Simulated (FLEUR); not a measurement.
# Input and output of a self-consistent single point for Mo (Im-3m, 1 atom in the cell) (FLEUR)

Method: LDA (Vosko-Wilk-Nusair), all-electron FLAPW (FLEUR), scalar-relativistic valence.

Input:

Input of the input generator:

```
scf Mo
&input film=f /
-0.5773502692 0.5773502692 0.5773502692
0.5773502692 -0.5773502692 0.5773502692
0.5773502692 0.5773502692 -0.5773502692
5.2638053631
1.0 1.0 1.0

1
42 0.0000000000 0.0000000000 0.0000000000

&comp jspins=1 /
&exco xctyp='vwn' /
&kpt div1=12 div2=12 div3=12 /
&end /
```

```xml
<?xml version="1.0" encoding="UTF-8" standalone="no"?>
<fleurInput fleurInputVersion="0.39">
   <comment>
      scf Mo                                                                                              
   </comment>
   <calculationSetup>
      <cutoffs Kmax="4.1" Gmax="16.4" GmaxXC="16.4" numbands="0"/>
      <scfLoop itmax="100" minDistance="0.00001" maxIterBroyd="25" imix="Anderson" alpha="0.05" precondParam="0.0" spinf="2.0"/>
      <coreElectrons ctail="T" frcor="F" kcrel="0" coretail_lmax="0"/>
      <xcFunctional name="vwn" relativisticCorrections="F"/>
      <magnetism jspins="1"/>
      <soc l_soc="F" theta="0.0" phi="0.0" spav="F"/>
      <expertModes spex="0" secvar="F"/>
      <geometryOptimization l_f="T" forcealpha="1.0" forcemix="BFGS" epsdisp="0.00001" epsforce="0.00001"/>
      <ldaU l_linMix="F" mixParam="0.05" spinf="1.0"/>
   </calculationSetup>
   <cell>
      <bzIntegration valenceElectrons="14.0" mode="hist" fermiSmearingEnergy="0.00183747">
         <kPointListSelection listName="default-1"/>
         <!-- k-points included here -->
         <xi:include xmlns:xi="http://www.w3.org/2001/XInclude" href="kpts.xml"> </xi:include>
      </bzIntegration>
      <!-- symmetry operations included here -->
      <xi:include xmlns:xi="http://www.w3.org/2001/XInclude" href="sym.xml"> </xi:include>
      <bulkLattice scale="1.0">
         <bravaisMatrix>
            <row-1>   -3.0390594434021887     3.0390594434021887     3.0390594434021887</row-1>
            <row-2>    3.0390594434021887    -3.0390594434021887     3.0390594434021887</row-2>
            <row-3>    3.0390594434021887     3.0390594434021887    -3.0390594434021887</row-3>
         </bravaisMatrix>
      </bulkLattice>
   </cell>
   <atomSpecies>
      <species name="Molybdenum (Mo)" element="Mo" atomicNumber="42">
         <mtSphere radius="2.41" gridPoints="849" logIncrement="0.015"/>
         <atomicCutoffs lmax="10" lnonsphr="8"/>
         <electronConfig flipSpins="F">
            <coreConfig>(1s1/2) (2s1/2) (2p1/2) (2p3/2) (3s1/2) (3p1/2) (3p3/2) (3d3/2) (3d5/2)</coreConfig>
            <valenceConfig>(4s1/2) (4p1/2) (4p3/2) (5s1/2) (4d3/2) (4d5/2)</valenceConfig>
            <stateOccupation state="(5s1/2)" spinUp="0.5" spinDown="0.5"/>
            <stateOccupation state="(4d3/2)" spinUp="1.0" spinDown="1.0"/>
            <stateOccupation state="(4d5/2)" spinUp="1.5" spinDown="1.5"/>
         </electronConfig>
         <energyParameters s="5" p="5" d="4" f="4"/>
         <lo type="SCLO" l="0" n="4" eDeriv="0"/>
         <lo type="SCLO" l="1" n="4" eDeriv="0"/>
      </species>
   </atomSpecies>
   <atomGroups>
      <atomGroup species="Molybdenum (Mo)">
         <relPos label="                   1">.0000000000 .0000000000 .0000000000</relPos>
         <force calculate="T" relaxXYZ="TTT"/>
      </atomGroup>
   </atomGroups>
   <output dos="F" band="F" slice="F">
      <checks vchk="F" cdinf="F"/>
      <bandDOS minEnergy="-.5*Htr" maxEnergy="0.5*Htr" sigma="0.015" storeEVData="T"/>
      <vacuumDOS vacdos="F" integ="F" star="F" nstars="0" locx1="0.0" locy1="0.0" locx2="0.0" locy2="0.0" nstm="0" tworkf="0.0"/>
      <unfoldingBand unfoldBand="F" supercellX="1" supercellY="1" supercellZ="1"/>
      <plotting iplot="0" polar="F">
         <plot TwoD="T" vec1="  1.0  0.0  0.0" vec2="  0.0  1.0  0.0" vec3="  0.0  0.0  1.0" zero="  0.0  0.0  0.0" file="plot"/>
      </plotting>
      <chargeDensitySlicing numkpt="0" minEigenval="0.0" maxEigenval="0.0" nnne="0" pallst="F"/>
      <specialOutput eonly="F"/>
      <magneticCircularDichroism mcd="F" energyLo="-10.0" energyUp="0.0"/>
   </output>
  <!-- We include the file relax.xml here to enable relaxations (see documentation) -->
  <xi:include xmlns:xi="http://www.w3.org/2001/XInclude" href="relax.xml"> <xi:fallback/> </xi:include>
</fleurInput>
```

Log, with long lists cut:

```
      Welcome to FLEUR        (www.flapw.de)
      MaX-Release 8.1          (www.max-centre.eu)

 ========== k-point set info ==========
 Selected k-point list: default-1
 k-point list type: mesh
 12 x 12 x 12
 Number of k points: 68

 ------------Calculation Setup---------------------------
           1           2           4          17          34          68
 Number of basis functions:          149
 Iteration:     1   Distance:      17.18434447 me/bohr^3
 Iteration:     2   Distance:      15.60818584 me/bohr^3
 Iteration:     3   Distance:       5.90213201 me/bohr^3
 Iteration:     4   Distance:       2.71952121 me/bohr^3
 Iteration:     5   Distance:       1.09738935 me/bohr^3
 Iteration:     6   Distance:       0.07825939 me/bohr^3
 Iteration:     7   Distance:       0.06963654 me/bohr^3
 Iteration:     8   Distance:       0.00395825 me/bohr^3
 Iteration:     9   Distance:       0.00702672 me/bohr^3
 Iteration:    10   Distance:       0.00050750 me/bohr^3
 Iteration:    11   Distance:       0.00014378 me/bohr^3
 Iteration:    12   Distance:       0.00000855 me/bohr^3

 Run finished successfully
 Stop message:
   Structural relaxation: Done

[file out, last iteration]
             iter=     13
          p o t e n t i a l   g e n e r a t o r
[...]
          integral of pseudo charge density inside the slab=        0.000000   0.000000
     coulomb potential in the interstitial region:
          density-coulomb potential integrals
          total density-coulomb potenti    -6432.1728324636
          density-effective potential integrals for spin  1
          total density-effective poten   -6.5908003994E+03
          charge density-energy density integrals
          total charge density-energy d   -1.1967329930E+02
 Updated energy parameters for spin:           1
  Atom    1 5s branch from -1.66 to  2.57 htr. ; e_l =  0.3609
  Atom    1 5p branch from -0.65 to  3.27 htr. ; e_l =  0.4769
  Atom    1 4d branch from -7.47 to  0.90 htr. ; e_l =  0.4721
  Atom    1 4f branch from -9.99 to  2.51 htr. ; e_l =  0.7455
  Atom    1 4s branch from-16.80 to -1.66 htr. ; e_l(l -1.6973
  Atom    1 4p branch from-13.25 to -0.65 htr. ; e_l(l -0.7490
[...]
 fermi energy and band-weighting factors:
at  -0.37500   0.45833   0.45833   k-weight:    0.004630
   12 eigenvalues :
   -1.692004   -0.758094   -0.758094   -0.754059    0.369816    0.369816    0.615652    0.664306
    0.664306    0.873518    0.873518    0.885484
   [... 2 blocks of this kind left out ...]

[...]
FERMIE:
          first approx. to ef    (T=0)  :   0.546389 htr   (energy of the highest occ. eigenvalue)
          number of occ. states  (T=0)  :        477
          first approx. to seigv (T=0)  :  -5.217621 htr
          sum of weights of occ. states :   7.000000
          sum of semicore charge        :   0.000000 e
FERHIS:  Fermi-Energy by histogram:
          bandgap                     :   0.000113 htr
          charge neutrality (T=0)     :   0.000000    (zero if the highest occ. eigenvalue is "entirely" occupied)
     EF_NEWTON:  Adjust Fermi-Energy by Newton-Method.
               Number of iterations needed  :   5
               The error in the weight is   :  0.24980E-15
               The error in ef is           : -0.17907E-16 htr
     -->  new fermi energy            :   0.545372 htr
          valence charge              :  14.000000 e
          actual charge blw ef-8kt    :  13.791667 e
          actual charge blw ef+8kt    :  14.000000 e
          number of occ. states       :       493
          sum of the valence weights  :    7.000000
          entropy         :   0.168232 *kb htr/K =   0.00000 htr/K
          sum of val. single particle energies:        -5.2174836355 htr
 Direct bandgap for spin            1 :    1.6067219312907888E-002  Htr
 at k-point           61  with k-vector  -0.12500000000000000       0.12500000000000000       0.20833333333333334
          valence density: spin= 1
[...]
     l-like charge
     atom     s        p        d        f        total
 -->  1    2.26984  6.15775  3.42821  0.03268   11.89457
          total charge for spin  1=   14.000000
          interst. charge =       2.105429
          mt charge=             11.894571
          total charge  =   14.000000
          z= 42.     r(1)=  0.720761E-05     dx= 0.015000     m.t.index= 849
               n    l     j    energy       weight
               1.   0.   0.5 -726.4476      2.0000
               2.   0.   0.5 -102.0446      2.0000
               2.   1.   0.5  -93.8890      2.0000
   [... 6 lines left out ...]
          atom type    1  (spin 1)
          kinetic energy=  0.409542040506E+04     sum of the eigenvalues= -0.239257412034E+04
          0.00000141  electrons lost from core.
          total charge for spin  1=   42.000000
          interst. charge =       2.105431
          mt charge=             39.894569
          total charge  =   42.000000
          zc=    42.000000     qfix=    1.000000
     t o t a l  e n e r g y
          sum of eigenvalues =             -2397.7916039713
          density-coulomb potential int    -6432.1728324636
          density-effective potential i    -6590.8003993815
          charge density-ex.-corr.energ     -119.6732992982
          el.-nucl. inter. diff. m.t.       4874.7781019369
          Madelung term for atom type:       -27.9183300840
 ---->    total energy=                    -4045.4473521408 htr
 ---->    (input%tkb*entropy) TS=              0.0003091209 htr
 ---->    free energy=                     -4045.4476612617 htr
      extrapolation for T->0
 ---->    total electron energy=           -4045.4475067012 htr
 ***** TOTAL FORCES ON ATOMS *****
 TOTAL FORCE FOR ATOM TYPE=  1  X=  0.000   Y=  0.000   Z=  0.000
                       FX_TOT= 0.000000 FY_TOT= 0.000000 FZ_TOT= 0.000000
 Structural relaxation: Done
```

The run converged in 12 iterations. FLEUR gives forces in its relaxation mode, with a further iteration, so its stop message speaks of a relaxation.

The starting cell comes from a database of computed structures (which also holds hypothetical and non-ambient phases and stackings), without a prior relaxation at this level. Its lattice was rescaled by a random factor within 2.5 % of one. Spin polarisation is off. Values depend on the basis (sphere radii, cutoffs, local orbitals), which need not be converged. The log's line on a gap gives a spacing of levels on this mesh, which the program prints for metals too.
